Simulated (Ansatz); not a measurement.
Consider BeS in the zinc blende structure (space group F-43m, No. 216).

```
BeS
1.0
    0.00000     2.41904     2.41904
    2.41904     0.00000     2.41904
    2.41904     2.41904     0.00000
Be S
1 1
Direct
  0.00000   0.00000   0.00000
  0.25000   0.25000   0.25000
```

Cartesian axes are those of the cell as printed.

All numbers come from DFT with PBEsol, PAW potentials and a 420 eV plane-wave cutoff in Ansatz (an electronic-structure program), scalar-relativistic without spin-orbit coupling.

Base values:

- Electron mass: 0.80 mₑ along k, 0.28 mₑ across (at X)
- Smallest direct gap: 5.54 eV

It is then changed as follows: the cell is compressed by 2.00 % along z with no lateral relaxation, atoms relaxed at fixed cell.

Q: What happens to the electron mass, energy relative to the base and smallest direct gap?

A: The electron mass becomes 0.76 mₑ along k, 0.28 mₑ across (at X) (base: 0.80 mₑ along k, 0.28 mₑ across (at X)); the energy rises by 2.9 meV/atom; the smallest direct gap falls by 0.06 eV (5.54 eV → 5.48 eV).

The cells carry an imposed strain or load. Masses are band curvatures over ±0.01 Å⁻¹ around the edge. Along k means along the line from Γ to the band edge. Stability against distortions was not tested.
